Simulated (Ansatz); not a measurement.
The reference is GaAs in the zinc blende structure (space group F-43m, No. 216; a = 5.6590 Å).

Modification: every Ga is replaced by Al, then cell and atoms are relaxed.

Levels (all Ansatz, an electronic-structure program, PAW): PBEsol (420 eV, no spin-orbit coupling); HSE06+SOC (420 eV, noncollinear with spin-orbit coupling).

The geometry is relaxed with PBEsol.

```
Item                                        Value
----------------------------  -------------------
PBEsol valence-band top at Γ  0.00, 0.00, 0.00 eV
PBEsol band gap                           1.34 eV
```

With HSE06+SOC at the same geometry, the valence-band top at Γ (three highest Kramers pairs, from the VBM) goes from 0.00, 0.00, 0.00 eV to 0.00, 0.00, -0.32 eV; the band gap rises by 0.64 eV, from 1.34 eV to 1.98 eV. The threefold valence maximum splits by Δso ≈ 0.32 eV.

Single points use the geometry relaxed with PBEsol. HSE06 gaps are upper bounds (no full band path). Differences between runs with and without spin-orbit coupling are approximate. Whether these cells are dynamically stable was not tested.
